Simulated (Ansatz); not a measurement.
Base system: Sn in the diamond structure (space group Fd-3m, No. 227; a = 6.656 Å; relaxed with 0.1 eV smearing). Axes: x, y, z lie along the cube axes.

Method: PBE (Ansatz, an electronic-structure program; PAW; 420 eV plane waves; no SOC).

One thing is altered: uniaxial strain ε_zz = +2.00 %, all other strain components held at zero, atoms relaxed at fixed cell.

Problem. How does this affect the stress?

Solution. The stress (xx, yy, zz, yz, xz, xy; compression positive) comes out as (-0.5, -0.5, -1.1, 0.0, 0.0, 0.0) GPa.

No phonon test of stability was made.
